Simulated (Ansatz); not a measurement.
**hypothetical anti-perovskite Mg3SnO with two functionals, pressure −2 GPa**

Consider Mg$_{3}$SnO in the anti-perovskite structure (space group Pm-3m, No. 221; a = 4.391 Å; a hypothetical phase, not in the database extracts checked).

(Cell as relaxed with PBE.)

Levels (all Ansatz, a quantum-chemistry and plane-wave program, PAW): PBE (420 eV, scalar-relativistic without spin-orbit coupling); PBEsol (420 eV, scalar-relativistic without spin-orbit coupling).

Each level relaxes its own structure.

```json
[
 {"base": "volume per atom", "PBE": "16.93 Å³", "PBEsol": "16.43 Å³"},
 {"base": "lattice parameter a", "PBE": "4.391 Å", "PBEsol": "4.347 Å"},
 {"base": "band gap", "PBE": "zero", "PBEsol": "zero"}
]
```

It is then changed as follows: a negative pressure, −2 GPa.

| quantity | PBE | PBEsol |
|---|---|---|
| volume per atom | 17.46 Å³ | (withheld) |
| band gap | zero | (withheld) |

**Question.** Given the PBE results, estimate those of PBEsol.

**Answer.** 
- volume per atom, PBEsol: 16.91 Å³
- band gap, PBEsol: zero

PBE's volume per atom lies 0.55 Å³ above PBEsol's (3.3 %); the two agree on the band gap. Neither level is exact; PBEsol is the comparison here, not a measurement.

Load acts through the strain it causes; cell and atoms are relaxed under it. Whether these cells are dynamically stable was not tested. All final runs are without spin polarisation. The zero or small gap of Mg3SnO can change with the level of theory.
